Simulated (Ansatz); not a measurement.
Levels about the gap of amorphous Hf$_{18}$O$_{39}$Lu$_{2}$ (59 atoms in a cell of 736 Å³, 9.44 g/cm³; zone centre alone, so wide bands show as single levels with stretches between that a denser mesh fills), at the geometry that PBE relaxed, where it gives 0.0 GPa on a denser mesh. The participation number counts the atoms over which a state spreads; weights are charges in smoothed Voronoi cells. The levels come from a single point, so bond lengths are those of that geometry. Method of the levels: PBE, scalar-relativistic without spin-orbit coupling (Ansatz, a quantum-chemistry and plane-wave program). Sampling: the zone centre alone; Fermi-Dirac width 0.02 eV; no spin polarisation. At PBE the levels at the filled edge of the gap are localised (band-tail or defect states).

It comes from a melt-quench run on a machine-learned potential (CHGNet), relaxed afterwards by DFT. O atoms were pushed apart under 1.9 Å during the dynamics, to hinder bonds among them. The hot cell started wider than the set density and was brought back towards it in steps. It is the lowest in DFT energy of 2 quenches. It is a model cell: composition and starting density were chosen by hand, and all elements were melted together. No dispersion term was used. Its density started from a set value of 9.04 and ended at 9.44 g/cm³. The simulated quench (nominally 450 K/ps over its main leg) is rapid and tends to freeze in more defects than a deposited or slowly cooled glass has. Values belong to this one cell and scatter from quench to quench. Volume and shape were free in the relaxation.

```tsv
E - E(highest filled), eV	filling	participation number	largest on	weight O	weight Hf	weight Lu
-0.37	filled	15.5	O, 3 neighbours	0.93	0.05	0.02
-0.32	filled	21.5	O, 3 neighbours	0.93	0.05	0.02
-0.28	filled	21.5	O, 3 neighbours	0.91	0.05	0.04
-0.20	filled	14.2	O, 3 neighbours	0.94	0.04	0.02
-0.14	filled	11.9	O, 3 neighbours	0.94	0.05	0.01
-0.06	filled	9.3	O, 4 neighbours	0.94	0.05	0.01
0.00	filled	11.3	O, 3 neighbours	0.94	0.05	0.01
3.80	empty	17.0	Hf, 7 neighbours	0.40	0.59	0.01
3.91	empty	13.6	Hf, 7 neighbours	0.39	0.60	0.01
4.06	empty	29.5	Hf, 7 neighbours	0.41	0.56	0.03
4.22	empty	35.3	Hf, 7 neighbours	0.44	0.54	0.02
4.27	empty	23.5	Hf, 7 neighbours	0.41	0.57	0.02
4.39	empty	26.5	Hf, 7 neighbours	0.43	0.54	0.03
4.52	empty	23.1	Hf, 6 neighbours	0.40	0.58	0.03
```

Most localised among these is the filled level at -0.06 eV, on a O atom, which has 4 neighbours (Hf 2.12 Å, Hf 2.19 Å, Hf 2.28 Å, Hf 2.61 Å).
